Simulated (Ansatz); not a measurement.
Al_Zr in rock-salt ZrN (start: the Zr site; 64-site cell, 4×4×4 shifted sampling), N-rich (Δμ(Zr) = -3.46 eV, Δμ(Al) = -2.74 eV, bounded by wurtzite AlN; only phases computed here count, gases as isolated molecules at 0 K). These are PBE, PAW (plane waves to 420 eV; Ansatz, a first-principles code) values and carry that method's errors. In charge state 0 (not spin-polarised) the formation energy is 1.70 eV. The crystal has 4.12 × 10^22 Zr sites per cm³.

### Question
Estimate the equilibrium concentration at 1100 K in the dilute limit, leaving out vibrational entropy and degeneracy.

### Answer
kT = 0.0948 eV; c = N exp(−E_f / kT) = 4.12 × 10^22 × exp(−17.9) ≈ 7 × 10^14 cm^-3. An error of 0.2 eV in E_f moves this by a factor of 8.
